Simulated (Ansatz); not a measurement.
We consider pyrite ZnS2 (high-pressure phase), described by PBEsol in Ansatz (PAW).

Numerical settings: plane-wave cutoff 520 eV, 6×6×6 k mesh, Fermi–Dirac smearing 0.01 eV, scalar-relativistic PAW data made under PBE.

Cell (relaxed with PBEsol):

```
CELL_PARAMETERS angstrom
      5.88878     0.00000     0.00000
      0.00000     5.88878     0.00000
      0.00000     0.00000     5.88878
ATOMIC_POSITIONS crystal
  Zn 0.50000 0.50000 0.00000
  Zn 0.00000 0.50000 0.50000
  Zn 0.00000 0.00000 0.00000
  Zn 0.50000 0.00000 0.50000
  S  0.10176 0.89824 0.39824
  S  0.89824 0.10176 0.60176
  S  0.39824 0.10176 0.89824
  S  0.60176 0.89824 0.10176
  S  0.60176 0.60176 0.60176
  S  0.39824 0.39824 0.39824
  S  0.89824 0.39824 0.10176
  S  0.10176 0.60176 0.89824
```

### Question
Give the computed band gap and smallest direct gap on the k points sampled.

### Answer

band gap: 1.30 eV (indirect)
smallest direct gap on the k points sampled: 1.47 eV

Computed values are for the static lattice.

Cost on a shared machine: about 110 core-seconds (a rough figure).

Ansatz is an electronic-structure program.
